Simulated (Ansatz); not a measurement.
The reference is a 16-atom supercell of P in the black-P type structure (space group Cmce, No. 64; layered, stacked along the Cartesian y axis) at its relaxed geometry.

```yaml
crystal:
  lattice:
    - [1.65108, -5.34538, -4.46666]
    - [4.95325, 5.34538, 0.00000]
    - [1.65108, -5.34538, 4.46666]
  atoms:
    - { symbol: P, position: [0.75814, 0.29954, 0.34324] }
    - { symbol: P, position: [0.25814, 0.29954, 0.84324] }
    - { symbol: P, position: [0.00814, 0.79954, 0.59324] }
    - { symbol: P, position: [0.50814, 0.79954, 0.09324] }
    - { symbol: P, position: [0.99186, 0.20046, 0.40676] }
    - { symbol: P, position: [0.49186, 0.20046, 0.90676] }
    - { symbol: P, position: [0.24186, 0.70046, 0.65676] }
    - { symbol: P, position: [0.74186, 0.70046, 0.15676] }
    - { symbol: P, position: [0.96824, 0.04954, 0.88314] }
    - { symbol: P, position: [0.46824, 0.04954, 0.38314] }
    - { symbol: P, position: [0.21824, 0.54954, 0.13314] }
    - { symbol: P, position: [0.71824, 0.54954, 0.63314] }
    - { symbol: P, position: [0.78176, 0.45046, 0.86686] }
    - { symbol: P, position: [0.28176, 0.45046, 0.36686] }
    - { symbol: P, position: [0.03176, 0.95046, 0.11686] }
    - { symbol: P, position: [0.53176, 0.95046, 0.61686] }
```

Calculations: DFT with r2SCAN+rVV10, PAW potentials and a 500 eV plane-wave cutoff in Ansatz (a quantum-chemistry and plane-wave program), no spin-orbit coupling.

Before the change:

The pressure is 0.0 GPa.

One thing is altered: one Li atom is added in an open site, starting 2.04 Å from the nearest host atom, atoms relaxed at fixed cell, starting from a slightly rattled geometry.

### Question
What happens to the largest displacement of a host atom from its site in the perfect cell, final site of the added atom and pressure?

### Answer
The largest displacement of a host atom from its site in the perfect cell comes out as 0.27 Å; the final site of the added atom amounts to 7 P at 2.29–2.99 Å; the pressure goes from zero to 1.2 GPa.

In so small a cell the defect repeats every few ångströms: this is an ordered compound, not a dilute defect. The mesh was chosen for an insulator and is coarse for the gapless case. All final runs are without spin polarisation. Gaps under 0.05 eV, about the width of the smearing, are given as zero. The defect cell is not spin-polarised.
